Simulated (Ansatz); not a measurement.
# Al3Pd2, pressure series

Consider Al₃Pd₂ (space group P-3m1, No. 164; a = 4.210 Å, c = 5.140 Å; a cell from a computed database, its experimental status unchecked).

Cell and atoms are relaxed at each pressure.

Computed with plane-wave PAW DFT at the PBEsol level (Ansatz, a quantum-chemistry and plane-wave program, 420 eV), spin-orbit coupling left out.

| change | shortest interatomic distance | density |
|---|---|---|
| base | 2.517 Å | 6.18 g/cm³ |
| pressure −2 GPa | 2.530 Å | 6.09 g/cm³ |
| pressure −1 GPa | 2.524 Å | 6.14 g/cm³ |
| pressure 0.3 GPa | 2.515 Å | 6.20 g/cm³ |
| pressure 0.7 GPa | 2.513 Å | 6.21 g/cm³ |
| pressure 1.5 GPa | 2.508 Å | 6.25 g/cm³ |
| pressure 3 GPa | 2.499 Å | 6.31 g/cm³ |
| pressure 5 GPa | 2.488 Å | 6.39 g/cm³ |
| pressure 7.5 GPa | 2.475 Å | 6.49 g/cm³ |
| pressure 10 GPa | 2.462 Å | 6.58 g/cm³ |

Load acts through the strain it causes; cell and atoms are relaxed under it. No phonon test of stability was made. Competing high-pressure phases were not computed. All final runs are without spin polarisation.
